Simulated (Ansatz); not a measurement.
A working Ansatz (a first-principles code) input for DyAs (P1, 2 atoms in the cell) (DFT, PBEsol, plane waves, default PAW files made with PBE):

Ansatz 0.2 input:
```yaml
# DyAs
crystal:
  lattice:
    - [3.576510, 0.000000, 0.000000]
    - [0.000000, 3.576510, 0.000000]
    - [0.000000, 0.000000, 3.576510]
  atoms:
    - { symbol: Dy, position: [-0.005447, 0.007812, 0.001971], spin: 5.0 }
    - { symbol: As, position: [0.505447, 0.492188, 0.498029] }
basis:
  ecutwfc: 420.0
kpoints:
  mp_grid:
    grid: [6, 6, 6]
hamiltonian:
  xc: pbesol
  pseudopotentials:
    kind: paw
magnetization:
  spin_polarized: true
scf:
  occupations:
    method: fermi_dirac
    width: 0.1
output:
  forces: true
  eigenvalues: true
  stress: true
```

The run converged in 17 iterations: free energy E − TS (on the zero of these files) -15311.6337 eV; Fermi level (on the code's own zero) 13.61 eV; pressure -2.52 GPa; largest force (vector length) 0.093 eV/Å; size of the cell's spin moment 4.70 μB. Each of these slips is then made, one at a time:

(1)
```diff
-    - { symbol: Dy, position: [-0.005447, 0.007812, 0.001971], spin: 5.0 }
-    - { symbol: As, position: [0.505447, 0.492188, 0.498029] }
+    - { symbol: Dy, position_ang: [-0.005447, 0.007811, 0.001971], spin: 5.0 }
+    - { symbol: As, position_ang: [0.505447, 0.492189, 0.498029] }
```

(2)
```diff
-    width: 0.1
+    width: 2.0
```

(3)
```diff
-    grid: [6, 6, 6]
+    grid: [2, 2, 2]
-    width: 0.1
+    width: 0.001
```

Task: What happens in each case?

Result: 
(1) Fractional and Cartesian coordinates mixed up. The run converged in 24 iterations without an error; against the sound input the free energy goes up by 220 eV/atom, the pressure goes from -2.52 to 2322 GPa, the largest force goes from 0.093 to 2322 eV/Å and the size of the net moment goes from 2.35 to 1.49 μB/atom.

(2) A smearing width that is far too large. The run converged in 26 iterations without an error; against the sound input the free energy goes down by 10.1 eV/atom, the pressure goes from -2.52 to 13.79 GPa, the largest force goes from 0.093 to 0.201 eV/Å and the size of the net moment goes from 2.35 to 0.00 μB/atom.

(3) A very narrow smearing on a coarse mesh in a metal. The run converged, with 55 iterations in all over 2 SCF loops without an error; against the sound input the free energy goes up by 377 meV/atom, the pressure goes from -2.52 to -5.71 GPa, the largest force goes from 0.093 to 0.055 eV/Å and the size of the net moment moves little (2.35 to 2.38 μB/atom).

The starting cell comes from a database of computed structures (which also holds hypothetical and non-ambient phases and stackings), without a prior relaxation at this level. Its atoms were displaced at random from the sites of space group no. 221. With one magnetic atom in the cell only a parallel order is possible. With U or open f shells several self-consistent states can exist. The f electrons are in the valence without U or exact exchange, which can misplace them near the Fermi level. Spin-orbit terms, which matter for f shells, are left out. Ansatz's pressure includes its estimate of the finite-basis (Pulay) stress.

Left out of this page: 4 runs of the series with a known weakness of the program.
